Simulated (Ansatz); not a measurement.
An Ansatz (a quantum-chemistry and plane-wave program) input (PBEsol (Ansatz, PAW, no spin-orbit coupling)):

Ansatz 0.2 input:
```yaml
crystal:
  lattice:
    - [0, 3.4186344842, 3.4186344842]
    - [3.4186344842, 0, 3.4186344842]
    - [3.4186344842, 3.4186344842, 0]
  atoms:
    - { symbol: Ba, position: [0, 0, 0] }
    - { symbol: Te, position: [0.5, 0.5, 0.5] }
basis: { ecutwfc: 420, ecutrho_ratio: 4, xc_grid: 2, fft_grid_basis: typed }
kpoints: { mp_grid: { grid: [8, 8, 8] } }
hamiltonian:
  xc: pbesol
  dispersion: none
  pseudopotentials: { kind: paw }
scf: { occupations: { method: fermi_dirac, width: 0.05 }, convergence: { dr2_threshold: 0.0000000002 } }
relax: { f_tol: 0.005, max_steps: 50 }
output: { forces: true, stress: true }
checkpoint: { write: state.ck, write_every: 1000 }
```

Problem. Which symmetry and how many k-points will the program report, and about how many plane waves at Γ?

Solution. Space group Fm-3m (ITA 225) with 48 operations, k-points 29 of 512, and 1471 plane waves at Γ.

Problem. And the final pressure?

Solution. 1.61 GPa (compression positive).

The cells carry an imposed strain or load. No phonon test of stability was made. The cell was made from BaTe in the rock salt structure (space group Fm-3m, No. 225) by this change: isotropic strain −1.50 %.
